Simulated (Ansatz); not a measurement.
Fluorite CoSi2 was calculated with BLYP in Ansatz (PAW).

Settings: plane-wave cutoff 520 eV, 14×14×14 k mesh, Fermi–Dirac smearing 0.1 eV, perturbation theory, no spin polarisation, scalar-relativistic PAW data made under PBE.

Computed at the level's own relaxed cell.

Harmonic phonon frequencies (cm⁻¹; i marks an imaginary mode):

```csv
q point,frequencies
Γ,0 0 0 289 289 289 294 294 294
X,162 162 234 245 245 254 334 334 334
L,97 97 271 279 279 307 317 317 324
```

No imaginary mode appears at these points.

Ansatz is a program for electronic structure.
